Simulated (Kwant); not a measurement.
Device: Aharonov-Bohm ring in a In0.53Ga0.47As two-dimensional gas. Effective mass 0.041 mₑ, grid spacing 3.3 nm, hard walls, nominal width 40 nm (13 grid rows, so walls 46.2 nm apart), one parabolic valley, scattering region 270 nm long along x; energies count from the band bottom; Fermi energy 0.0209 eV. Ring of mean radius 76 nm, arms as wide as the leads. Perpendicular field swept from 0 to 0.68 T, none in the leads; orbital effect alone.

Constants are typed, rounded textbook-type inputs, not results; the design itself was drawn at random and stands for no fabricated device.

Model: effective-mass tight-binding model on a square grid, one spin, coherent transport at 0 K (Kwant). Conductance is in e²/h.

Density of the scattering states that come in from the left lead, at field = 0.16809 T, in bins, relative to the largest site value (x marks bins outside the device):

```
|xxxxxxxxxxxxxxxx    .:::.   xxxxxxxxxxxxxxxx|
|xxxxxxxxxxxxx  .... :-==-::..  xxxxxxxxxxxxx|
|xxxxxxxxxxx  ::........  .::::.  xxxxxxxxxxx|
|xxxxxxxxx  :=-:. .-=+=-.    ...:-. xxxxxxxxx|
|xxxxxxxx .-=-. ....:::.   .-++.:+*- xxxxxxxx|
|xxxxxxxx .::....  xxxxxxxx .*@+.-##.xxxxxxxx|
|xxxxxxx .. .--. xxxxxxxxxxxx.+*: -*- xxxxxxx|
|xxxxxxx :..-=: xxxxxxxxxxxxxx :-. :- xxxxxxx|
|       :-..-- xxxxxxxxxxxxxxxx ::...        |
|--:...:-: .:.xxxxxxxxxxxxxxxxxx :.          |
|::..:....    xxxxxxxxxxxxxxxxxx .:.         |
|-:.......    xxxxxxxxxxxxxxxxxx .:.         |
|=-:....-:  ..xxxxxxxxxxxxxxxxxx ..          |
|       :-:.-- xxxxxxxxxxxxxxxx ::..:.       |
|xxxxxxx.-..-+: xxxxxxxxxxxxxx :=: -=.xxxxxxx|
|xxxxxxx .. .=+: xxxxxxxxxxxx.+%- -*= xxxxxxx|
|xxxxxxxx :::.:.   xxxxxxxx .+@*.-##:xxxxxxxx|
|xxxxxxxx .:-:.    .::::.   :+=..+*- xxxxxxxx|
|xxxxxxxxx  :--:. .:=++=:    ..:::. xxxxxxxxx|
|xxxxxxxxxxx  ::........  .::::.  xxxxxxxxxxx|
|xxxxxxxxxxxxx   ....:-==--:..  xxxxxxxxxxxxx|
|xxxxxxxxxxxxxxxx    .:::.   xxxxxxxxxxxxxxxx|
```
Scale: ten equal steps from 0.002 (start of ' ') to 0.930 (end of '@'), in the order ' .:-=+*#%@'; x runs from -129 to 129, y from -91.3 (bottom) to 91.3 (top).

The conductance there is 0.43 e²/h with 2 open channel(s) in the leads.
